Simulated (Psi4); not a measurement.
Psi4 1.11, B3LYP/def2-svp, scf_type pk: CO[SiH2][Si@@H](O)CF, 16 atoms. The geometry is a generated start, not checked to be a minimum at this level.

```yaml
task: energy
method: b3lyp
basis: def2-svp
memory: 7 GB
e_convergence: 1e-08
d_convergence: 1e-07
guess: auto, which took SAD (default)
diis_max_vecs: 10 (default)
scf_initial_accelerator: adiis (default)
dft_radial_points: 75 (default)
dft_spherical_points: 302 (default)
basis_functions: 151
grid_points: 341737
```

```xyz
16

C      3.1245     0.0443    -0.1469
O      1.7875     0.4582    -0.3848
Si     0.5602    -0.3505     0.4102
Si    -1.4837     0.6347    -0.1606
O     -1.5014     0.9888    -1.7953
C     -2.8040    -0.5391     0.3698
F     -2.6895    -0.7825     1.7060
H      3.3982     0.1713     0.9067
H      3.7875     0.6767    -0.7457
H      3.2796    -0.9955    -0.4569
H      0.5848    -1.7685    -0.0336
H      0.8158    -0.2896     1.8721
H     -1.6088     1.9381     0.5456
H     -0.7109     1.4434    -2.1350
H     -3.8030    -0.1296     0.1958
H     -2.7368    -1.5005    -0.1475
```

The reference run uses exact four-centre integrals (scf_type = pk). One run each, on a shared machine, so no times are given.

Settings tried, all else as in the reference:
- scf_type = dfdirj+cosx, cosx_radial_points_final = 50, cosx_spherical_points_final = 194
- scf_type = cd, cholesky_tolerance = 1e-05
- scf_type = dfdirj+cosx, cosx_radial_points_final = 25, cosx_spherical_points_final = 50
- scf_type = mem_df
- scf_type = cd, cholesky_tolerance = 1e-06
- scf_type = dfdirj+snlink
- scf_type = dfdirj+cosx
- scf_type = cd, cholesky_tolerance = 0.001
- scf_type = cd, cholesky_tolerance = 0.01
- scf_type = cd, cholesky_tolerance = 0.0001 (default)
- scf_type = dfdirj+cosx, cosx_radial_points_final = 75, cosx_spherical_points_final = 302
- scf_type = dfdirj+link

Problem. Which of these stay within 1.0 meV/atom in energy of the reference run?

Solution. Within it: scf_type = cd, cholesky_tolerance = 1e-06; scf_type = mem_df; scf_type = cd, cholesky_tolerance = 1e-05; scf_type = dfdirj+cosx, cosx_radial_points_final = 75, cosx_spherical_points_final = 302; scf_type = dfdirj+cosx, cosx_radial_points_final = 50, cosx_spherical_points_final = 194; scf_type = dfdirj+cosx; scf_type = dfdirj+link; scf_type = dfdirj+snlink. Outside: scf_type = cd, cholesky_tolerance = 0.0001 (default); scf_type = dfdirj+cosx, cosx_radial_points_final = 25, cosx_spherical_points_final = 50; scf_type = cd, cholesky_tolerance = 0.001; scf_type = cd, cholesky_tolerance = 0.01.

```tsv
setting	energy against the reference
scf_type = cd, cholesky_tolerance = 1e-06	−0.016 meV/atom
scf_type = mem_df	−0.17 meV/atom
scf_type = cd, cholesky_tolerance = 1e-05	−0.30 meV/atom
scf_type = dfdirj+cosx, cosx_radial_points_final = 75, cosx_spherical_points_final = 302	−0.31 meV/atom
scf_type = dfdirj+cosx, cosx_radial_points_final = 50, cosx_spherical_points_final = 194	−0.32 meV/atom
scf_type = dfdirj+cosx	−0.32 meV/atom
scf_type = dfdirj+link	−0.32 meV/atom
scf_type = dfdirj+snlink	−0.33 meV/atom
scf_type = cd, cholesky_tolerance = 0.0001 (default)	−2.2 meV/atom
scf_type = dfdirj+cosx, cosx_radial_points_final = 25, cosx_spherical_points_final = 50	+4.4 meV/atom
scf_type = cd, cholesky_tolerance = 0.001	−5.3 meV/atom
scf_type = cd, cholesky_tolerance = 0.01	+6.3 meV/atom
```

Total energies are compared; such shifts often cancel in part in energy differences. The DFDIRJ builders fit J, which adds its shift to that of exchange. Psi4 runs the final COSX grid once, on the density of the start grid. Also tried and not ranked: scf_type = direct (same energy as a listed run). The tolerance is a choice made for this comparison.
